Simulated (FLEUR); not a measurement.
FLEUR run on Co (P6_3/mmc, 2 atoms in the cell): self-consistent single point.

Computed with PBEsol, all-electron FLAPW (FLEUR), scalar-relativistic valence.

```
CELL_PARAMETERS angstrom
      2.46557     0.00000     0.00000
     -1.23279     2.13525     0.00000
      0.00000     0.00000     4.01068
ATOMIC_POSITIONS crystal
  Co 0.33333 0.66667 0.25000
  Co 0.66667 0.33333 0.75000
```
Moments meant for the start (each program seeds them in its own way; μB, in the order of the atoms Co Co): 3.0 3.0.

Reference input (self-consistent single point, DFT, PBE, all-electron FLAPW (FLEUR), scalar-relativistic valence): Kmax = 3.6 1/bohr; GmaxXC = 10.8 1/bohr; xcFunctional = pbe; jspins = 2; l_soc = F; mode = gauss; fermiSmearingEnergy = 0.00499791 Htr; mesh (inpgen div1-3) = 20 20 11; inpgen gamma flag = true; Gmax = 10.8 1/bohr; numbands = 0; maxIterBroyd = 15. This run's input differs from it in these lines:

```diff
@@ -14,2 +14,3 @@
 &comp jspins=2 /
+&exco xctyp='PBEs' /
 &kpt div1=20 div2=20 div3=11 gamma=t /
@@ -26,3 +27,3 @@
       <coreElectrons ctail="T" frcor="F" kcrel="0" coretail_lmax="0"/>
-      <xcFunctional name="pbe" relativisticCorrections="F"/>
+      <xcFunctional name="PBEs" relativisticCorrections="F"/>
       <magnetism jspins="2"/>
```

Output (repeated stretches shortened):

```
 Iteration:     1   Distance:      34.85683758 me/bohr^3
 Iteration:     2   Distance:      33.58856763 me/bohr^3
 Iteration:     3   Distance:      23.27065675 me/bohr^3
 Iteration:     4   Distance:       7.14740611 me/bohr^3
 Iteration:     5   Distance:       1.89613668 me/bohr^3
   [... 11 lines left out ...]
 Iteration:    17   Distance:       0.00078947 me/bohr^3
 Iteration:    18   Distance:       0.00014066 me/bohr^3
 Iteration:    19   Distance:       0.00002044 me/bohr^3
 Iteration:    20   Distance:       0.00000350 me/bohr^3
 Run finished successfully
 Stop message:
   Structural relaxation: Done

[file out, last iteration]
             iter=     21
[...]
          total density-effective poten   -4.4270779649E+03
          total charge density-energy d   -1.1691147738E+02
 Updated energy parameters for spin:           1
 Updated energy parameters for spin:           2
[...]
 fermi energy and band-weighting factors:

[...]
FERMIE:
          first approx. to ef    (T=0)  :   0.374991 htr   (energy of the highest occ. eigenvalue)
          number of occ. states  (T=0)  :       7956
          first approx. to seigv (T=0)  : -16.040083 htr
          sum of weights of occ. states :  30.001591
          sum of semicore charge        :   0.000000 e
          fermi energy=   0.37514 har   work function= -10.20818 ev
   [... lines left out ...]
     k-point=  134
     k-point=  135
     k-point=  136
     k-point=  137
     k-point=  138
     k-point=  139
     k-point=  140
     k-point=  141
     k-point=  142
     k-point=  143
     k-point=  144
     k-point=  145
     k-point=  146
     k-point=  147
     k-point=  148
     k-point=  149
     k-point=  150
     k-point=  151
     k-point=  152
      0.005 0.005 0.005 0.005 0.005 0.005 0.005 0.005 0.005 0.005 0.005 0.005 0.005 0.005 0
```

The run converged in 20 iterations. FLEUR gives forces in its relaxation mode, with a further iteration, so its stop message speaks of a relaxation. Against the reference run the size of the net moment stays at 1.59 μB/atom.

The starting cell comes from a database of computed structures (which also holds hypothetical and non-ambient phases and stackings), without a prior relaxation at this level. Its lattice was rescaled by a random factor within 2.5 % of one. The magnetic order is the one reached from the typed start; others were not searched systematically. Values depend on the basis (sphere radii, cutoffs, local orbitals), which need not be converged.

Cost on one core of a shared machine: roughly 2 min.
